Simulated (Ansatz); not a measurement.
CdO (model structure, Pm-3m, No. 221, 2 atoms in the cell): properties by level of theory

```
level (code)         lattice constant a (Å)  cohesive energy (eV/atom)
-------------------  ----------------------  -------------------------
LDA (Ansatz)                            ___                        ___
PBE (Ansatz)                          2.933                        ___
PBEsol (Ansatz)                       2.882                        ___
PBE-D3(BJ) (Ansatz)                     ___                        ___
```

Question: Some entries are withheld; supply them.

Answer: 
- LDA (Ansatz, a quantum-chemistry and plane-wave program), lattice constant a (Å): 2.845
- LDA (Ansatz), cohesive energy (eV/atom): 3.54
- PBE (Ansatz), cohesive energy (eV/atom): 2.54
- PBEsol (Ansatz), cohesive energy (eV/atom): 2.98
- PBE-D3(BJ) (Ansatz), lattice constant a (Å): 2.904
- PBE-D3(BJ) (Ansatz), cohesive energy (eV/atom): 2.85

Ansatz's density-functional and Hartree–Fock values are scalar-relativistic unless marked +SOC, with PAW data made under PBE.

Free atoms are spin-polarised, in the lowest state found; at levels without +SOC their spin–orbit coupling is left out.

The computed numbers hold no vibrational or temperature effects.

A model structure was made by putting elements into a prototype or built by hand; it is no filed structure, need not be a known phase, and can be a saddle point held by its symmetry.
